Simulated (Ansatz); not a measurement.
**Effect of pressure 0.7 GPa on Ba**

Take Ba in the bcc (W type) structure (space group Im-3m, No. 229; a = 5.020 Å) as the base.

One thing is altered: cell and atoms relaxed at a pressure of 0.7 GPa.

Calculations: PBE in Ansatz (plane waves to 420 eV, PAW, without spin-orbit coupling). Γ-centred 13×13×13 mesh, Fermi–Dirac width 0.05 eV.

```json
[
 {"quantity": "density", "base": "3.61 g/cm³", "changed": "3.87 g/cm³", "shift": "+0.269 g/cm³"},
 {"quantity": "lattice parameter a", "base": "502.0 pm", "changed": "490.1 pm", "shift": "-11.9 pm"},
 {"quantity": "shortest interatomic distance", "base": "434.7 pm", "changed": "424.4 pm", "shift": "-10.3 pm"},
 {"quantity": "enthalpy H = E + PV relative to the base's energy", "base": "–", "changed": "+0.27 eV/atom", "shift": "–"},
 {"quantity": "band gap", "base": "zero", "changed": "zero", "shift": "–"}
]
```

Final structure:

```yaml
crystal:
  lattice:
    - [-2.45044, 2.45044, 2.45044]
    - [2.45044, -2.45044, 2.45044]
    - [2.45044, 2.45044, -2.45044]
  atoms:
    - { symbol: Ba, position: [0.00000, 0.00000, 0.00000] }
```

Load acts through the strain it causes; cell and atoms are relaxed under it. Stability against distortions was not tested.

Ansatz is an electronic-structure program.
